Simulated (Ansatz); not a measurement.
Results of PBEsol (Ansatz, a program for electronic structure, PAW) for GeSe₂ (I-42d, No. 122, 6 atoms in the cell; start mp-10074).

Numerical settings: plane-wave cutoff 520 eV, 8×8×8 k mesh, Fermi–Dirac smearing 0.01 eV, scalar-relativistic PAW data made under PBE.

Cell (relaxed at this level):

```xyz
6
Lattice="-2.8953 2.8953 4.8021 2.8953 -2.8953 4.8021 2.8953 2.8953 -4.8021" Properties=species:S:1:pos:R:3 pbc="T T T"
Ge     0.0000     2.8953     2.4011
Ge     0.0000     0.0000     0.0000
Se     1.4477     1.4445     3.6016
Se     1.4445    -1.4477     6.0027
Se     1.4477     1.4509    -1.2005
Se     1.4509     4.3430     1.2005
```

Question: Give the computed band gap and smallest direct gap on the k points sampled.

Answer: 
band gap: 1.35 eV (indirect)
smallest direct gap on the k points sampled: 1.62 eV

Spin–orbit coupling is not included.

Static lattice: no zero-point or thermal effects.

A start named mp-… is a Materials Project structure, which need not be a measured phase.
